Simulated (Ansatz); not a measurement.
**NbSi2 (model structure, started from the CrSi2 type, P6₂22, No. 180, 9 atoms in the cell)**

Calculation: PBEsol in Ansatz (PAW).

Settings: plane-wave cutoff 500 eV, 12×12×6 k mesh (along the axes of the cell as run), Fermi–Dirac smearing 0.05 eV, no spin polarisation, scalar-relativistic PAW data made under PBE.

Cell (relaxed at this level):

```
NbSi2
1.0
    4.76867     0.00000     0.00000
   -2.38433     4.12978     0.00000
    0.00000     0.00000     6.57343
Nb Si
3 6
Cartesian
  2.38433   0.00000   0.00000
  1.19217   2.06489   2.19114
 -1.19217   2.06489   4.38229
  0.00000   1.31856   0.00000
  3.62675   0.65928   2.19114
  1.24242   3.47050   4.38229
  2.38433   2.81122   0.00000
 -1.24242   3.47050   2.19114
  1.14191   0.65928   4.38229
```

| Property | Value |
|---|---|
| band gap | none |

Spin–orbit coupling is not included.

Computed values are for the static lattice.

The result took very roughly 3 core-minutes.

A model structure was made by putting elements into a prototype or built by hand; here it ended with the formula and space group of a phase in our tables.

Ansatz is an electronic-structure program.
